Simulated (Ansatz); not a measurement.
Response to strain in hypothetical P-6m2 GaN

Take GaN (space group P-6m2, No. 187; a = 2.939 Å, c = 2.658 Å; a hypothetical phase, not in the database extracts checked; relaxed with 0.1 eV smearing) as the base. Axes: x lies along a and z along c of the hexagonal cell.

Strains are applied to the cell and any free atomic positions relax; under biaxial strain the out-of-plane vector relaxes too; under stress the whole cell relaxes.

Levels (all Ansatz, a program for electronic structure, PAW): PBEsol (420 eV, no spin-orbit coupling); r2SCAN (500 eV, no spin-orbit coupling).

Pressures by level, all at the geometries relaxed with PBEsol:

| case | PBEsol | r2SCAN |
|---|---|---|
| base | 0.0 GPa | -0.9 GPa |
| biaxial strain −2.38 %, plane normal [001], relaxed out of plane | 8.5 GPa | 7.9 GPa |
| biaxial strain +0.47 %, plane normal [001], relaxed out of plane | -1.5 GPa | [?] |
| isotropic strain −1.12 % | 7.1 GPa | 6.5 GPa |
| isotropic strain +1.48 % | -7.7 GPa | -8.9 GPa |
| isotropic strain +5.45 % | -20.9 GPa | [?] |
| uniaxial stress, 2 GPa compression along z | 0.7 GPa | [?] |

Problem. Some entries are withheld; estimate them.

Solution. 
- biaxial strain +0.47 %, plane normal [001], relaxed out of plane, r2SCAN: -2.4 GPa
- isotropic strain +5.45 %, r2SCAN: -22.7 GPa
- uniaxial stress, 2 GPa compression along z, r2SCAN: -0.2 GPa

Single points use the geometry relaxed with PBEsol. Their cutoffs differ, which shifts pressures a little. Beyond what the load breaks, stability against distortions was not tested. All final runs are without spin polarisation.
